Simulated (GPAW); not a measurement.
Input and output of a self-consistent single point for Hf4AlSi (I422, 6 atoms in the cell) (GPAW)

Method: PBEsol, GPAW PAW datasets PBEsol (made by gpaw-setup) (plane waves; GPAW 25.7.0).

The input file:

```python
from ase import Atoms
from ase.units import GPa
from gpaw import GPAW, PW

atoms = Atoms(['Hf', 'Hf', 'Hf', 'Hf', 'Al', 'Si'],
              cell=[[-3.329530, 3.329530, 2.607350],
                    [3.329530, -3.329530, 2.607350],
                    [3.329530, 3.329530, -2.607350]],
              scaled_positions=[[0.404140, 0.904140, 0.808280],
                                [0.904140, 0.095860, 0.500000],
                                [0.095860, 0.595860, 0.191720],
                                [0.595860, 0.404140, 0.500000],
                                [0.500000, 0.500000, 0.000000],
                                [0.000000, 0.000000, 0.000000]],
              pbc=True)

calc = GPAW(mode=PW(600),
            xc='PBEsol',
            kpts={'size': (6, 6, 6), 'gamma': True},
            occupations={'name': 'methfessel-paxton', 'width': 0.1, 'order': 0},
            nbands=-10,
            symmetry={'symmorphic': False, 'tolerance': 0.0005},
            maxiter=150)

atoms.calc = calc

energy = atoms.get_potential_energy()
print('Energy (eV):', round(energy, 6))
forces = atoms.get_forces()
print('Forces (eV/Ang):')
print(forces.round(5))
stress = atoms.get_stress()
print('Stress (GPa, Voigt):', (stress / GPa).round(4))
```

Output (repeated stretches shortened):

```
Input parameters:
  kpts: {gamma: True,
         size: (6, 6, 6)}
  maxiter: 150
  mode: {ecut: 600.0,
         name: pw}
  nbands: -10
  occupations: {name: methfessel-paxton,
                order: 0,
                width: 0.1}
  symmetry: {symmorphic: False,
             tolerance: 0.0005}
  xc: PBEsol

species:
  Hf:
    name: Hafnium
    Z: 72.0
    valence: 12
    core: 60
    charge: 0.0
    file: Hf.PBEsol.gz

    # Using partial waves for Hf as LCAO basis

  Al:
    name: Aluminium
    Z: 13.0
    valence: 3
    core: 10
    charge: 0.0
    file: Al.PBEsol.gz

    # Using partial waves for Al as LCAO basis

  Si:
    name: Silicon
    Z: 14.0
    valence: 4
    core: 10
    charge: 0.0
    file: Si.PBEsol.gz

    # Using partial waves for Si as LCAO basis

Reference energy: -1653511.325707  # eV

Spin-paired calculation

Convergence criteria:
 Maximum [total energy] change in last 3 cyles: 0.0005 eV / valence electron
 Maximum integral of absolute [dens]ity change: 0.0001 electrons / valence electron
 Maximum integral of absolute [eigenst]ate change: 4e-08 eV^2 / valence electron
 Maximum number of scf [iter]ations: 150

Symmetries present (total): 8
Symmetries with fractional translations: 0
216 k-points: 6 x 6 x 6 Monkhorst-Pack grid + [1/12,1/12,1/12]
30 k-points in the irreducible part of the Brillouin zone
       k-points in crystal coordinates                weights
   0:     0.00000000    0.00000000    0.00000000          1/216
   1:     0.16666667   -0.16666667    0.00000000          4/216
   2:     0.16666667   -0.16666667    0.16666667          4/216
   [... 7 lines left out ...]
          ...
  29:     0.50000000    0.50000000    0.50000000          1/216

Wave functions: Plane wave expansion
  Cutoff energy: 600.000 eV
  Number of coefficients (min, max): 3842, 3878
  Pulay-stress correction: 0.000000 eV/Ang^3 (de/decut=0.000000)

Occupation numbers: Methfessel-Paxton:
  width: 0.1000  # eV
  order: 0

Eigensolver

Densities:
  Coarse grid: 32*32*32 grid
  Fine grid: 64*64*64 grid
  Total Charge: 0.000000

Density mixing:
  Method: separate
  Backend: pulay
  Linear mixing parameter: 0.05
  old densities: 5
  Damping of long wavelength oscillations: 50

Hamiltonian:
  XC and Coulomb potentials evaluated on a 64*64*64 grid
  External potential:
    NoExternalPotential

XC parameters: PBEsol with 2 nearest neighbor stencil

Number of atoms: 6
Number of atomic orbitals: 60
Number of bands in calculation: 37
Number of valence electrons: 55
Bands to converge: occupied

Density initialized from atomic densities
  37 bands from LCAO basis set

Atomic positions and initial magnetic moments

Positions:
   0 Hf     4.355958    1.026428    1.303675    ( 0.0000,  0.0000,  0.0000)
   1 Hf    -1.026428    4.355958    1.303675    ( 0.0000,  0.0000,  0.0000)
   2 Hf     2.303102   -1.026428    1.303675    ( 0.0000,  0.0000,  0.0000)
   3 Hf     1.026428    2.303102    1.303675    ( 0.0000,  0.0000,  0.0000)
   4 Al     0.000000    0.000000    2.607350    ( 0.0000,  0.0000,  0.0000)
   5 Si     0.000000    0.000000    0.000000    ( 0.0000,  0.0000,  0.0000)

Unit cell:
           periodic     x           y           z      points  spacing
  1. axis:    yes   -3.329530    3.329530    2.607350    32     0.1283
  2. axis:    yes    3.329530   -3.329530    2.607350    32     0.1283
  3. axis:    yes    3.329530    3.329530   -2.607350    32     0.1471

  Lengths:   5.382361   5.382361   5.382361
  Angles:  103.572024 103.572024 122.050396

Effective grid spacing dv^(1/3) = 0.1522

     iter     time        total  log10-change:
                         energy   eigst   dens
iter:   1 --:--:--   -46.089076
iter:   2 --:--:--   -45.979044   -1.26  -1.21
iter:   3 --:--:--   -45.590690   -0.34  -1.23
iter:   4 --:--:--   -45.497530   -1.54  -1.66
iter:   5 --:--:--   -45.470762   -0.78  -1.69
iter:   6 --:--:--   -45.376401   -1.31  -1.57
iter:   7 --:--:--   -45.369313   -2.06  -2.20
iter:   8 --:--:--   -45.331120   -2.78  -2.26
iter:   9 --:--:--   -45.327003   -3.01  -2.50
iter:  10 --:--:--   -45.324349c  -2.64  -2.66
iter:  11 --:--:--   -45.323725c  -4.06  -3.15
iter:  12 --:--:--   -45.324040c  -4.21  -3.30
iter:  13 --:--:--   -45.323605c  -4.58  -3.13
iter:  14 --:--:--   -45.323554c  -4.74  -3.51
iter:  15 --:--:--   -45.323555c  -5.93  -3.62
iter:  16 --:--:--   -45.323556c  -5.01  -3.72
iter:  17 --:--:--   -45.323560c  -6.25  -3.81
iter:  18 --:--:--   -45.323561c  -5.95  -4.05c
iter:  19 --:--:--   -45.323558c  -7.34  -4.20c
iter:  20 --:--:--   -45.323556c  -7.38  -4.24c
iter:  21 --:--:--   -45.323554c  -7.45c -4.35c

Converged after 21 iterations.

Dipole moment: (-0.000000, -0.000000, 0.000000) |e|*Ang

Energy contributions relative to reference atoms: (reference = -1653511.325707)

Kinetic:        +39.618210
Potential:      -35.700046
External:        +0.000000
XC:             -47.190196
Entropy (-ST):   -0.020346
Local:           -2.041350
SIC:             +0.000000
--------------------------
Free energy:    -45.333727
Extrapolated:   -45.323554

Showing only first 2 kpts
 Kpt  Band  Eigenvalues  Occupancy
  0    25      8.32580    2.00000
  0    26      8.43132    2.00000
  0    27      8.43132    2.00000
  0    28     10.97599    0.00000

  1    25      8.25923    2.00000
  1    26      8.42722    2.00000
  1    27      8.57914    2.00000
  1    28     10.89011    0.00000

Fermi level: 9.07484

No gap
No difference between direct/indirect transitions
Energy (eV): -45.323554

Forces in eV/Ang:
  0 Hf   -0.00222   -0.00222    0.00000
  1 Hf    0.00222   -0.00222    0.00000
  2 Hf    0.00222    0.00222    0.00000
  3 Hf   -0.00222    0.00222    0.00000
  4 Al    0.00000    0.00000    0.00000
  5 Si    0.00000    0.00000   -0.00000

Stress tensor:
     0.009957     0.000000     0.000000
     0.000000     0.009957    -0.000000
     0.000000    -0.000000     0.010950
Stress (GPa, Voigt): [ 1.5953  1.5953  1.7543 -0.      0.      0.    ]
```

The run converged in 21 iterations. GPAW prints stress with tension positive.

The starting cell comes from a database of computed structures (which also holds hypothetical and non-ambient phases and stackings), without a prior relaxation at this level. Spin-orbit coupling is off.

Cost on one core of a shared machine: roughly 50 s.
